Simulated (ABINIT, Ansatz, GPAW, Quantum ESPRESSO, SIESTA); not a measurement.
**NbZn₃ (Pm-3m, 4 atoms in the cell) computed with different codes at matched settings**

Self-consistent single point.

```yaml
crystal:
  lattice:
    - [3.90998, 0.00000, 0.00000]
    - [0.00000, 3.90998, 0.00000]
    - [0.00000, 0.00000, 3.90998]
  atoms:
    - { symbol: Nb, position: [0.00000, 0.00000, 0.00000] }
    - { symbol: Zn, position: [0.50000, 0.00000, 0.50000] }
    - { symbol: Zn, position: [0.00000, 0.50000, 0.50000] }
    - { symbol: Zn, position: [0.50000, 0.50000, 0.00000] }
```

Shared settings, as Ansatz (a program for electronic structure) writes them: kpoints.mp_grid.grid = 5 5 5; scf.occupations.method = fermi_dirac; scf.occupations.width = 0.1 eV. Potentials and cutoffs stand in the table.

```tsv
code	model	pressure (GPa)	cutoff
ABINIT	PBEsol, PAW (JTH v2.0 PBE PAW, files made for PBE)	-3.30	60 Ry
SIESTA	GGA PBEsol, numerical atomic orbitals DZP, PseudoDojo PBEsol standard norm-conserving potentials (rewritten from UPF to PSML)	-10.64	grid 350 Ry
Ansatz	PBEsol, PAW files made with PBE	-3.21	default
Quantum ESPRESSO	PBEsol, PSlibrary PAW (PBE) pseudopotentials	-4.83	55 Ry
GPAW	PBEsol, GPAW PAW datasets PBEsol (made by gpaw-setup)	-3.30	850 eV
```

On Ansatz's run: spin polarisation is off.

The spread over the programs that give each value: pressure within 7.43 GPa.

SIESTA uses small atom-centred bases, whose incompleteness enters pressures, forces and empty levels differently from a plane-wave cutoff. Ansatz's pressure is given at a fixed set of plane waves, as the other plane-wave codes print theirs; with its correction for the finite basis it is -3.14 GPa. In the pressure, SIESTA (by 7.34) and Quantum ESPRESSO (by 1.53) lie more than 1 GPa from the median of the plane-wave programs.

On the base mesh (7 7 7) the same programs gave: Ansatz pressure -3.29 GPa; Quantum ESPRESSO pressure -4.92 GPa; ABINIT pressure -3.37 GPa; GPAW pressure -3.47 GPa; SIESTA pressure -10.74 GPa.

The starting cell comes from a database of computed structures (which also holds hypothetical and non-ambient phases and stackings), without a prior relaxation at this level.

Left out of this page: CP2K (on another mesh); Elk (not drawn, or without a comparable value).

Keys are those of Ansatz 0.2.
